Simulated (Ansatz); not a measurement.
# Hf: pressure series

The reference is Hf in the hcp (Mg type) structure (space group P6_3/mmc, No. 194; a = 3.204 Å, c = 5.069 Å).

Cell and atoms are relaxed at each pressure.

Calculations: PBE (Ansatz, a program for electronic structure; PAW; 420 eV plane waves; no spin-orbit coupling).

| P (GPa) | V (Å³/atom) |
|---|---|
| -2.02 | 22.978 |
| -1.02 | 22.754 |
| 3.00 | 21.940 |
| 7.01 | 21.242 |
| 14.99 | 20.081 |
| 29.99 | 18.445 |
| 50.00 | 16.885 |
| 75.01 | 15.453 |
| 100.01 | 14.382 |

Question: Fit a third-order Birch–Murnaghan equation of state.

Answer: Least squares on P(V) = (3B₀/2)[(V₀/V)^(7/3) − (V₀/V)^(5/3)]·[1 + (3/4)(B₀′ − 4)((V₀/V)^(2/3) − 1)] gives V₀ = 22.54 Å³/atom, B₀ = 107 GPa and B₀′ = 3.4.

Load acts through the strain it causes; cell and atoms are relaxed under it. Whether these cells are dynamically stable was not tested. No other phases were tried under pressure. All final runs are without spin polarisation.
